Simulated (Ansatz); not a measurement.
# Sensitivity of a calculation on a sheet of TiTe2 (3 atoms in the cell) to its settings

```yaml
crystal:
  lattice:
    - [3.84387, 0.00000, 0.00000]
    - [-1.92194, 3.32889, 0.00000]
    - [0.00000, 0.00000, 17.17063]
  atoms:
    - { symbol: Ti, position: [0.00000, 0.00000, 0.50000] }
    - { symbol: Te, position: [0.33333, 0.66667, 0.59233] }
    - { symbol: Te, position: [0.66667, 0.33333, 0.40767] }
```

Base run A: PBE run with Ansatz (a quantum-chemistry and plane-wave program), self-consistent single point.

Its settings: basis.ecutwfc = 420 eV; kpoints.mp_grid.grid = 5 5 1; hamiltonian.xc = pbe; hamiltonian.pseudopotentials = {kind: paw} (the program's default PAW files); scf.occupations.method = gaussian; scf.occupations.width = 0.2 eV.

The starting cell was generated: these elements placed on a structure prototype, without a prior relaxation; it need not be a known phase or ordering of this composition. Its lattice was rescaled in the plane by a random factor within 2.5 % of one. Spin-orbit coupling is off. Spin polarisation is off, so a magnetic state, if there is one, cannot be reached. In the base run, forces exceed 1 eV/Å.

ΔF is the free energy per atom less that of run A. A dash stands where there is no value to compare (another energy zero or no entropy term, no result, no spin, no clean gap, or a mesh too coarse for one). Absolute energies have different zeros for different potentials, functionals, Hubbard and dispersion terms and are not compared across them.

These are the values that this program gave, and no reference: magnetic slabs can end in a higher state.

Run A gave: largest force (eV/Å) 1.032; k-points 5; valence electrons 44.

Runs:
- B: vacuum of 12 angstrom (first run: 14 Å); efield.axis: default → 3; efield.dipole_correction: default → true
- C: kpoints.mp_grid.grid: 5 5 1 → 11 11 1
- D: crystal.symmetry.detect: default → false
- E: parallel starting moments (1 0 0 μB); magnetization.spin_polarized: default → true
- F: 2 x 1 x 1 supercell, mesh divided and rounded up; kpoints.mp_grid.grid: 5 5 1 → 3 5 1
- G: hamiltonian.dispersion: default → d4 [PBE-D4]
- H: scf.mixing.algorithm: default (the program chose MSR1) → broyden; scf.mixing.ndim: default → 4
- I: scf.mixing.algorithm: default (the program chose MSR1) → anderson; scf.mixing.beta: default → 0.02
- J: scf.mixing.preconditioner: default (the program chose LDOS) → ldos

Question: What does run C change against A?

Answer: The free energy drops by 5.2 meV/atom and the largest force goes from 1.032 to 1.011 eV/Å.

Question: What does run G change against A?

Answer: The largest force goes from 1.032 to 0.913 eV/Å.

```json
[
 {"run": "A", "ΔF (meV/atom)": "0.00", "largest force (eV/Å)": "1.032", "k-points": "5", "valence electrons": "44"},
 {"run": "B", "ΔF (meV/atom)": "0.01", "largest force (eV/Å)": "1.032", "k-points": "5", "valence electrons": "44"},
 {"run": "C", "ΔF (meV/atom)": "-5.2", "largest force (eV/Å)": "1.011", "k-points": "16", "valence electrons": "44"},
 {"run": "D", "ΔF (meV/atom)": "0.00", "largest force (eV/Å)": "1.032", "k-points": "13", "valence electrons": "44"},
 {"run": "E", "ΔF (meV/atom)": "0.00", "largest force (eV/Å)": "1.032", "k-points": "5", "valence electrons": "44"},
 {"run": "F", "ΔF (meV/atom)": "-5.7", "largest force (eV/Å)": "1.035", "k-points": "8", "valence electrons": "88"},
 {"run": "G", "ΔF (meV/atom)": "–", "largest force (eV/Å)": "0.913", "k-points": "5", "valence electrons": "44"},
 {"run": "H", "ΔF (meV/atom)": "0.00", "largest force (eV/Å)": "1.032", "k-points": "5", "valence electrons": "44"},
 {"run": "I", "ΔF (meV/atom)": "0.00", "largest force (eV/Å)": "1.032", "k-points": "5", "valence electrons": "44"},
 {"run": "J", "ΔF (meV/atom)": "0.00", "largest force (eV/Å)": "1.032", "k-points": "5", "valence electrons": "44"}
]
```

Keys are those of Ansatz 0.2.
